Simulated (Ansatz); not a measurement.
An Ansatz (a first-principles code) run: KTaO3; PBE/PAW in Ansatz, no SOC.

Input:

Ansatz 0.2 input:
```yaml
crystal:
  lattice:
    - [4.0243825047, 0, 0]
    - [0, 4.0243825047, 0]
    - [0, 0, 4.0243825047]
  atoms:
    - { symbol: K, position: [0, 0, 0] }
    - { symbol: Ta, position: [0.5, 0.5, 0.5] }
    - { symbol: O, position: [0, 0.5, 0.5] }
    - { symbol: O, position: [0.5, 0.5, 0] }
    - { symbol: O, position: [0.5, 0, 0.5] }
basis: { ecutwfc: 420, ecutrho_ratio: 4, xc_grid: 2, fft_grid_basis: typed }
kpoints: { mp_grid: { grid: [8, 8, 8] } }
hamiltonian:
  xc: pbe
  dispersion: none
  pseudopotentials: { kind: paw }
scf: { occupations: { method: fermi_dirac, width: 0.05 }, convergence: { dr2_threshold: 0.0000000005 } }
output: { forces: true, stress: true }
```

Output (explanatory and most iteration lines left out):

```
Pseudopotential: K, paw, valence charge 9
Pseudopotential: Ta, paw, valence charge 13
Pseudopotential: O, paw, valence charge 6
Crystal: 5 atoms, lattice volume = 65.178 Å³
Basis set: ecut = 420 eV, 1309 PW (Γ), exchange–correlation on 54×54×54 points (8 copies of the dense FFT grid, shifted against one another)
Bands: 25, of which v1, the nominal top of the filled ones, is band 20 counted from 1 (19 counted from 0)
Symmetry: 48 space group operations
Space group: Pm-3m (ITA 221), of the structure as read, at distance tolerance 4.0e-5 Å
k-points: 35 of 512
Functional: x = pbe(κ = 0.804, μ = 0.2195149727645171), c = pbe(β = 0.06672455060314922)
SCF iter   1: F=—  HF=-13178.228089 eV  |F-HF|=—  |Δ(HF+E_count)|=         —  Δρ=1.04e-3  dr2=2.43e-4  ethr=1.77e-3  ⟨swp⟩=6.1  Hψ=4320  notcnv=0
SCF iter   2: F=—  HF=-13178.228571 eV  |F-HF|=—  |Δ(HF+E_count)|=   4.82e-4  Δρ=5.25e-4  dr2=6.26e-5  ethr=6.08e-7  ⟨swp⟩=2.0  Hψ=1858  notcnv=0
SCF 1 converged in 7 iterations: F = -13178.229912 eV  dr2 = 2.11e-11
SCF converged after 7 iterations
Free energy (F): -13178.229912 eV
Internal energy: -13178.229912 eV  (E = F + TS)
E sigma→0 (E₀):  -13178.229912 eV
Fermi energy:    9.527095 eV
--- Forces (eV/Å), atoms counted from 1 ---
  atom   1  K     -0.00000000     0.00000000     0.00000000
  atom   2  Ta     0.00000000    -0.00000000    -0.00000000
  atom   3  O      0.00000000     0.00000000     0.00000000
  atom   4  O      0.00000000    -0.00000000     0.00000000
  atom   5  O      0.00000000    -0.00000000     0.00000000
--- Stress (GPa, compression-positive) ---
        0.004228      -0.000000       0.000000
        0.000000       0.004228       0.000000
        0.000000       0.000000       0.004228
  P = ⅓ Tr σ = 0.0042 GPa (0.042 kbar)
```

With Ta present, leaving out spin-orbit coupling can change the band edges. Stability against distortions was not tested. The cell is KTaO₃ in the cubic perovskite structure (space group Pm-3m, No. 221).
